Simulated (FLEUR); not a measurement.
Band structure of Cs (Im-3m, 1 atom in the cell).

```
CELL_PARAMETERS angstrom
     -3.15975     3.15975     3.15975
      3.15975    -3.15975     3.15975
      3.15975     3.15975    -3.15975
ATOMIC_POSITIONS crystal
  Cs 0.00000 0.00000 0.00000
```

Level of theory: PBE, all-electron FLAPW (FLEUR), scalar-relativistic valence in FLEUR.

Settings: Kmax = 3.8 1/bohr; GmaxXC = 11.4 1/bohr; xcFunctional = pbe; jspins = 1; l_soc = F; mode = hist; fermiSmearingEnergy = 0.00183747 Htr; mesh (inpgen div1-3) = 6 6 6; inpgen gamma flag = true; Gmax = 11.4 1/bohr; numbands = 0; maxIterBroyd = 15; imix = Anderson; alpha = 0.05.

The starting cell comes from a database of computed structures (which also holds hypothetical and non-ambient phases and stackings), without a prior relaxation at this level. Its lattice was rescaled by a random factor within 2.5 % of one. Values depend on the basis (sphere radii, cutoffs, local orbitals), which need not be converged.

Levels in eV from the Fermi level, bands 1 to 7:
| point | 1 | 2 | 3 | 4 | 5 | 6 | 7 |
|---|---|---|---|---|---|---|---|
| Γ | -23.92 | -10.67 | -10.67 | -10.67 | -1.59 | 2.43 | 2.43 |
| H | -23.91 | -10.74 | -10.74 | -10.74 | 0.71 | 0.71 | 2.77 |
| N | -23.91 | -10.77 | -10.70 | -10.67 | 0.06 | 0.78 | 1.64 |
| P | -23.91 | -10.72 | -10.72 | -10.72 | 0.96 | 0.96 | 0.96 |
